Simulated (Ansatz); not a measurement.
Band structure of Ni3Fe (Pm-3m, 4 atoms in the cell).

```
CELL_PARAMETERS angstrom
      3.55000     0.00000     0.00000
      0.00000     3.55000     0.00000
      0.00000     0.00000     3.55000
ATOMIC_POSITIONS crystal
  Fe 0.00000 0.00000 0.00000
  Ni 0.00000 0.50000 0.50000
  Ni 0.50000 0.00000 0.50000
  Ni 0.50000 0.50000 0.00000
```
Moments meant for the start (each program seeds them in its own way; μB, in the order of the atoms Fe Ni Ni Ni): 3.0 0.5 0.5 0.5.

Computed with PBE, PAW files (plane waves; Ansatz, a first-principles code).

Settings: basis.ecutwfc = 420 eV; kpoints.mp_grid.grid = 8 8 8; hamiltonian.xc = pbe; hamiltonian.pseudopotentials = {kind: paw} (the program's default PAW files); magnetization.spin_polarized = true; scf.occupations.method = fermi_dirac; scf.occupations.width = 0.1 eV; kpoints.band_path.npoints = 8.

The starting cell has typed, rounded lattice constants, without a prior relaxation at this level. The magnetic order is the one reached from the typed start; others were not searched systematically.

Levels in eV from the Fermi level, bands 34 to 41 of the first spin channel:
```json
[
 {"point": "Γ", "34": "-0.71", "35": "-0.65", "36": "-0.65", "37": "-0.65", "38": "2.15", "39": "2.15", "40": "2.15", "41": "8.74"},
 {"point": "X", "34": "-1.56", "35": "-1.42", "36": "-1.06", "37": "-0.71", "38": "-0.65", "39": "7.38", "40": "7.38", "41": "7.43"},
 {"point": "M", "34": "-1.72", "35": "-1.54", "36": "-1.49", "37": "0.69", "38": "0.69", "39": "0.75", "40": "0.77", "41": "11.01"},
 {"point": "R", "34": "-0.82", "35": "-0.82", "36": "-0.82", "37": "-0.58", "38": "-0.58", "39": "-0.58", "40": "-0.46", "41": "5.34"}
]
```

Bands cross the Fermi level along this path, so the cell is metallic at this level.

The net moment of the cell came out as 4.85 μB.

Keys are those of Ansatz 0.2.
